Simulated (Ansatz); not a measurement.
Results of LDA in Ansatz (PAW) for AlGeO₃ (model structure, started from the PbTiO3 type, P4mm, No. 99, 5 atoms in the cell).

Settings: plane-wave cutoff 520 eV, 16×16×14 k mesh (along the axes of the cell as run), Fermi–Dirac smearing 0.05 eV, scalar-relativistic PAW data made under PBE.

Cell (relaxed at this level):

```yaml
crystal:
  lattice:
    - [3.41852, 0.00000, 0.00000]
    - [0.00000, 3.41852, 0.00000]
    - [0.00000, 0.00000, 4.44475]
  atoms:
    - { symbol: Al, position: [0.50000, 0.50000, 0.59666] }
    - { symbol: Ge, position: [0.00000, 0.00000, 0.20283] }
    - { symbol: O, position: [0.00000, 0.50000, 0.45092] }
    - { symbol: O, position: [0.50000, 0.00000, 0.45092] }
    - { symbol: O, position: [0.50000, 0.50000, 0.98888] }
```

### Question
Predict the bulk modulus.

### Answer

* **bulk modulus**: 139 GPa

The run finds no gap.

Note: the bulk modulus is −V dP/dV from two relaxed cells at ±2 % in volume; the relaxation could raise the start's symmetry but not lower it, so the cell can be a saddle point.

Computed values are for the static lattice.

Cost on a shared machine: around 12 core-minutes (rough).

A model structure was made by putting elements into a prototype or built by hand; it is no filed structure, need not be a known phase, and can be a saddle point held by its symmetry.

Ansatz is a first-principles code.
